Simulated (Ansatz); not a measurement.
Adsorption energy and surface dipole of H on the 1x1 (10-10) surface of wurtzite ZnO (cut with top plane O + Zn), one in a 2x1 cell, started at the site 'top Zn', worked from the runs' numbers; total energies count from the potentials' own zero.

Host crystal: wurtzite ZnO, with a band gap (PBE, scalar-relativistic without spin-orbit coupling).

Level of theory: PBE (plane waves to 420 eV, PAW; Ansatz, a program for electronic structure).

Set-up: 33 atoms, 9.4 Å thick at the start under the adsorbate (thin: gaps and levels are the slab's own); mesh 3x4x1; 0.01 eV smearing; dipole correction on; 16 atoms held, the rest relaxed; held to the start's symmetry, so lower structures may exist; spin-polarised, ending with about 1.0 μB a cell, a value that depends on the mesh; orders that need a larger cell were not tried, no spin-orbit, no U, no dispersion correction. The slab shows no gap over 0.04 eV on its mesh. It is one chosen start, not shown to be the lowest state of the adsorbate.

```tsv
quantity	value
slab with the adsorbate	-62200.099 eV
clean slab, same cell and mesh	-62185.886 eV
reference, ½ H2(g)	-15.872 eV
area of the cell	34.72 Å²
change of the step from the bottom to the top vacuum level	0.588 eV
```

### Question
What is the adsorption energy against this reference?

### Answer
E(slab + adsorbate) − E(slab) − E(reference) = 1.66 eV, so in this state the adsorbate is less stable than in the reference, at a coverage of 2.88 a nm².

### Question
What dipole does adsorption add to the slab along the outward normal (Helmholtz relation, ε₀ = 0.005526 e/(V·Å))?

### Answer
p = −ε₀·A·ΔV = -0.113 e·Å = -0.54 D; its negative end points to the vacuum, which raises the vacuum level.
